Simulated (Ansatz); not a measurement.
The starting structures come from a database of crystals and need not be the phases stable at ambient conditions.

 Where the default PAW files enter, the runs use the earlier of Ansatz's two default sets.

## Evanescent states of Rb$_{2}$GeF$_{6}$ (Fm-3m, not sure to be the ambient phase, 9 atoms a cell, 16.7 Å³ an atom) along the normal of (111)

These are r2SCAN (plane waves, PAW; Ansatz, a first-principles code) values and carry that method's errors.

No gap correction and no spin-orbit coupling; mid-gap values are interpolated between computed energies.

Energies count from the valence-band top; κ is the least over a 6×6 mesh across the current.

| E (eV) | κ (1/Å) | where |
|---|---|---|
| 0.17 | 0.393 | Γ |
| 0.49 | 0.449 | Γ |
| 0.82 | 0.488 | Γ |
| 1.16 | 0.517 | Γ |
| 1.49 | 0.537 | Γ |
| 1.81 | 0.552 | Γ |
| 2.15 | 0.563 | Γ |
| 2.48 | 0.569 | Γ |
| 2.81 | 0.571 | Γ |
| 3.13 | 0.571 | Γ |
| 3.46 | 0.567 | Γ |
| 3.79 | 0.559 | Γ |
| 4.12 | 0.549 | Γ |
| 4.46 | 0.535 | Γ |
| 4.79 | 0.518 | Γ |
| 5.12 | 0.497 | Γ |
| 5.45 | 0.471 | Γ |
| 5.78 | 0.439 | Γ |
| 6.11 | 0.400 | Γ |
| 6.43 | 0.350 | Γ |
| 6.76 | 0.285 | Γ |
| 7.09 | 0.184 | Γ |

How thick must the barrier be to attenuate the transmission by 10^6 when the electrodes' Fermi level lies at 2.48 eV, and what attenuation does that film give at 0.82 eV?

d = 6 ln 10 / (2 × 0.569) = 12.1 Å. At 0.82 eV it gives 6 × 0.488/0.569 = 5.1 decades.
